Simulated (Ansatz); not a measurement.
Base system: TaN in the rock salt structure (space group Fm-3m, No. 225; a = 4.4175 Å; relaxed with 0.1 eV smearing).

All numbers come from Ansatz (a first-principles code) PBE, no SOC.

For the base:

```
Item       Result
--------  -------
Pressure  0.0 GPa
Band gap     zero
```

Now apply this change: an isotropic linear strain of +2.24 %, atoms relaxed at fixed cell.

Question: Estimate the effect on the pressure, energy relative to the base and band gap.

Answer: The pressure goes from zero to -18.8 GPa; the energy grows by 46 meV/atom; the band gap stays zero.

No phonon test of stability was made. The final runs are not spin-polarised. This is not the structure that TaN has at room temperature and ambient pressure.
